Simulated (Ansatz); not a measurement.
Input and output of a relaxation of cell and atoms for Lu (P6_3/mmc, 2 atoms in the cell) (Ansatz, an electronic-structure program).

Level of theory: PBE (plane waves, PAW; Ansatz).

```
CELL_PARAMETERS angstrom
      1.75000    -3.03109     0.00000
      1.75000     3.03109     0.00000
      0.00000     0.00000     5.55000
ATOMIC_POSITIONS crystal
  Lu 0.33333 0.66667 0.25000
  Lu 0.66667 0.33333 0.75000
```

Reference input (self-consistent single point, DFT, PBE, plane waves, default PAW files): kpoints.mp_grid.grid = 10 10 6; hamiltonian.xc = pbe; hamiltonian.pseudopotentials = {kind: paw} (the program's default PAW files); scf.occupations.method = gaussian; scf.occupations.width = 0.0147 Ry. This run's input differs from it in these lines:

```diff
@@ -16,2 +16,4 @@
   occupations: { method: gaussian, width: 0.0147 Ry }
+relax:
+  cell: {}
 output:
```

Output (repeated stretches shortened):

```
   [... SCF lines of the steps left out ...]
relax step   1: F+E_penalty+E_count = -29464.88163478 eV  Δ(F+E_penalty+E_count) = +0.000e0 eV  max|allowed force component| = 3.701e-17 eV/Å  Δτ_max = 0.0000 Å  P = -0.446 GPa  Ω = 58.879 Å³  (9 SCF iters, dr2 threshold 1.00e-7 eV, accepted)
relax step   2: F+E_penalty+E_count = -29464.88490165 eV  Δ(F+E_penalty+E_count) = -3.267e-3 eV  max|allowed force component| = 1.850e-17 eV/Å  Δτ_max = 0.0000 Å  P = +0.024 GPa  Ω = 58.230 Å³  energy of the carried Pulay correction = +1.681e-4 eV  [...]
relax step   3: F+E_penalty+E_count = -29464.88498375 eV  Δ(F+E_penalty+E_count) = -8.210e-5 eV  max|allowed force component| = 6.939e-17 eV/Å  Δτ_max = 0.0000 Å  P = -0.013 GPa  Ω = 58.268 Å³  energy of the carried Pulay correction = +1.585e-4 eV  [...]
relax step   4: F+E_penalty+E_count = -29464.88482686 eV  Δ(F+E_penalty+E_count) = +1.569e-4 eV  max|allowed force component| = 1.388e-17 eV/Å  Δτ_max = 0.0000 Å  P = -0.016 GPa  Ω = 58.268 Å³  stress off target by 2.54e-2 GPa  SCF on the basis [...]
basis re-selected at this cell: Δ(F+E_penalty+E_count) = +1.569e-4 eV, ΔP = -0.002 GPa vs the last step
the relaxation is at rest under the 24 symmetry operations that the run kept from its start: a minimum is not shown …
Free energy (F): -29464.884827 eV
Internal energy: -29464.816987 eV  (E = F + TS)
E sigma→0 (E₀):  -29464.850907 eV
Entropy (-TS):   -0.067839 eV (-33.920 meV/atom)
Fermi energy:    13.700498 eV
--- Forces (eV/Å), atoms counted from 1 ---
  atom   1  Lu     0.00000000    -0.00000000     0.00000000
   [... lines left out ...]
to start a new deck from the relaxed geometry:
  cell:  # Å, volume = 58.2678 Å³
    - [1.7538637010770273, -3.0377810398162053, 0.0]
    - [1.7538637010770273, 3.0377810398162053, 0.0]
    - [0.0, 0.0, 5.468223342059591]
  atoms:
    - { symbol: Lu, position: [0.3333333333333333, 0.6666666666666665, 0.25] }
    - { symbol: Lu, position: [0.6666666666666665, 0.3333333333333333, 0.75] }
```

The run converged. 

Summary of the result:
- Free energy E − TS (on the zero of these files) = -29464.8848 eV
- Fermi level (on the code's own zero) = 13.70 eV
- Pressure = -0.02 GPa
- Final cell = a = b = 3.5077 Å, c = 5.4682 Å, α = β = 90.00°, γ = 120.00°
- Final volume per atom = 29.13 Å³
- Relaxation steps = 4

The starting cell has typed, rounded lattice constants, without a prior relaxation at this level. The relaxation keeps the symmetry of its start, so its end need not be a minimum. Ansatz's pressure includes its estimate of the finite-basis (Pulay) stress.

Cost on one core of a shared machine: roughly 40 s.

Keys are those of Ansatz 0.2.
